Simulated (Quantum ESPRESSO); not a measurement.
## Short convergence ladders for Na (Im-3m, 1 atom in the cell)

```yaml
crystal:
  lattice:
    - [-2.14065, 2.14065, 2.14065]
    - [2.14065, -2.14065, 2.14065]
    - [2.14065, 2.14065, -2.14065]
  atoms:
    - { symbol: Na, position: [0.00000, 0.00000, 0.00000] }
```

Base method: PBE, GBRV 1.5 ultrasoft (PBE) pseudopotentials (plane waves; Quantum ESPRESSO).

Base settings: ecutwfc = 40 Ry; ecutrho = 200 Ry; occupations = smearing; smearing = fermi-dirac; degauss = 0.0073499 Ry; potentials = {Na: na_pbe_v1.5.uspp.F.UPF}; K_POINTS = automatic 9 9 9 0 0 0; conv_thr = 1e-09 Ry; mixing_beta = 0.5.

The count of work is k-points × plane waves × bands × iterations; it is no time. Core times come from one kind of shared machine, to one figure; runs under 30 s give none.

**The cutoff for other potential files**

Level: DFT, PBE, plane waves, PSlibrary ultrasoft (PBE, semicore) pseudopotentials.

In this ladder: pseudopotentials = {Na: Na.pbe-spn-rrkjus_psl.1.0.0.UPF}. Moved along: ecutrho.

The second cell is the first with its lattice scaled by 0.98.

The mesh stays at the base's, so the ladder's end is converged at best in this setting alone.

Only quantities that move along the ladder and can be compared are tabulated.

| ecutwfc | free energy less the last step's (meV/atom) | energy of the compressed cell less the first (meV/atom) | pressure (GPa) | count of work / last | core time / last (rough) |
|---|---|---|---|---|---|
| 34 Ry | 2189.91 | 14.06 | -42.61 | 0.076 | – |
| 41 Ry | 389.43 | -1.95 | -11.83 | 0.11 | – |
| 52 Ry | 109.99 | -2.59 | -0.57 | 0.26 | – |
| 64 Ry | 62.32 | -2.57 | -1.25 | 0.28 | – |
| 75 Ry | 21.35 | -2.56 | -0.88 | 0.35 | – |
| 90 Ry | 4.75 | -2.60 | -0.43 | 0.47 | 0.4 |
| 112 Ry | 2.96 | -2.63 | -0.42 | 0.72 | 0.4 |
| 150 Ry | 0.00 | -2.65 | -0.37 | 1.0 | 1 |

Coarsest ecutwfc that holds the energy of the compressed cell less the first within 0.5 meV/atom of the last step, with all finer ones: 52 Ry, at 0.26 of the last step's count of work; the step before is off by 0.70 meV/atom.

Coarsest ecutwfc that holds the free energy within 2 meV/atom: not settled: the last two steps still differ by 3.0 meV/atom, over half the tolerance, so the ladder does not show it.

Coarsest ecutwfc that holds the pressure within 1 GPa of the last step, with all finer ones: 52 Ry, at 0.26 of the last step's count of work; the step before is off by 11 GPa.

At the lowest cutoff the pressure lies 42.2 GPa under the last step's, the usual sign of Pulay stress in an incomplete plane-wave basis.

**The density cutoff**

The second cell is the first with its lattice scaled by 0.98.

The mesh stays at the base's, so the ladder's end is converged at best in this setting alone.

Only quantities that move along the ladder and can be compared are tabulated.

```tsv
ecutrho	free energy less the last step's (meV/atom)	energy of the compressed cell less the first (meV/atom)
80 Ry	-33.04	-2.96
120 Ry	3.64	-2.48
160 Ry	0.42	-2.78
200 Ry	0.29	-2.79
240 Ry	0.26	-2.79
320 Ry	0.13	-2.78
400 Ry	0.03	-2.78
480 Ry	0.00	-2.78
640 Ry	0.00	-2.78
```

Coarsest ecutrho that holds the energy of the compressed cell less the first within 0.2 meV/atom of the last step, with all finer ones: 160 Ry; the step before is off by 0.30 meV/atom.

Coarsest ecutrho that holds the free energy within 1 meV/atom of the last step, with all finer ones: 160 Ry; the step before is off by 3.6 meV/atom.

The energy difference between the two cells stays within 1 meV/atom of the last step's from 80 Ry on, the total only from 160 Ry on: much of the error is common to both cells and cancels.

On the base run: the starting cell has typed, rounded lattice constants, without a prior relaxation at this level. Its lattice was rescaled by up to half a per cent.
